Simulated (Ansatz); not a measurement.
The reference is Mo in the bcc (W type) structure (space group Im-3m, No. 229; a = 3.130 Å; relaxed with 0.1 eV smearing). Axes: x, y, z lie along the cube axes.

Calculations: PBEsol (Ansatz, a program for electronic structure, PAW, spin-orbit coupling left out).

Perturbation: biaxial strain −0.83 %, plane normal [111], relaxed out of plane (Cartesian); in-plane vectors clamped, the third vector and the atoms free.

Q: What happens to the out-of-plane strain?

A: The out-of-plane strain comes out as +0.85 %.

Q: How does this affect the in-plane stress?

A: The mean in-plane stress (compression positive) amounts to +3.6 GPa.

Q: How does this affect the energy relative to the base?

A: The energy rises by 2.8 meV/atom.

Stability against distortions was not tested. The final runs are not spin-polarised.
